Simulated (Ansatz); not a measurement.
Start from W in the bcc (W type) structure (space group Im-3m, No. 229; relaxed with 0.1 eV smearing).

```
W
1.0
   -1.56765     1.56765     1.56765
    1.56765    -1.56765     1.56765
    1.56765     1.56765    -1.56765
W
1
Direct
  0.00000   0.00000   0.00000
```

Cartesian axes are those of the cell as printed.

Method: LDA (Ansatz, a first-principles code; PAW; 420 eV plane waves; scalar-relativistic without spin-orbit coupling).

Base values:

```
Property                        Result
-----------------------------  -------
Shortest interatomic distance  2.715 Å
```

The change: the cell is stretched by 1.00 % along z with no lateral relaxation; the atoms relax in the strained cell.

What happens to the energy relative to the base and shortest interatomic distance?

The energy increases by 2.6 meV/atom; the shortest interatomic distance goes up by 0.009 Å (2.715 Å → 2.724 Å).

Stability against distortions was not tested. The final runs are not spin-polarised.
